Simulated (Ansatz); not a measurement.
Surface energy of faces of fcc Rh in PBE and in LDA, in Ansatz (plane waves, PAW). Symmetric slabs relaxed with PBE from ideal cuts in 1x1 cells (the lowest computed cut and spin start of each face; real faces may reconstruct in larger cells); LDA values are single points on them, with the bulk at the same level. No spin-orbit coupling, no U.

```json
[
 {"face": "(100)", "PBE (J/m²)": "2.39", "LDA (J/m²)": "3.00"},
 {"face": "(110)", "PBE (J/m²)": "2.42", "LDA (J/m²)": "3.06"},
 {"face": "(111)", "PBE (J/m²)": "2.06", "LDA (J/m²)": "2.64"},
 {"face": "(210)", "PBE (J/m²)": "2.55", "LDA (J/m²)": "3.22"},
 {"face": "(211)", "PBE (J/m²)": "2.38", "LDA (J/m²)": "3.01"},
 {"face": "(221)", "PBE (J/m²)": "2.29", "LDA (J/m²)": "2.92"},
 {"face": "(310)", "PBE (J/m²)": "2.56", "LDA (J/m²)": "3.22"},
 {"face": "(311)", "PBE (J/m²)": "2.45", "LDA (J/m²)": "?"},
 {"face": "(320)", "PBE (J/m²)": "2.51", "LDA (J/m²)": "3.17"}
]
```

**Question.** Fit a straight line y = a·x + b by least squares to the 8 complete rows (x: PBE (J/m²); y: LDA (J/m²)).

**Answer.** the means are x̄ = 2.3950 and ȳ = 3.0300; Σ(x − x̄)² = 0.18860 and Σ(x − x̄)(y − ȳ) = 0.22030, so a = 1.168 and b = ȳ − a·x̄ = 0.232. The largest residual is 0.024.

**Question.** What does the line predict for the withheld row, (311), and what did the calculation give?

**Answer.** the line gives 3.09; the calculation gave 3.10, a miss of 0.01, of the size of the fitted rows' scatter and rounding.

Ansatz is a quantum-chemistry and plane-wave program.
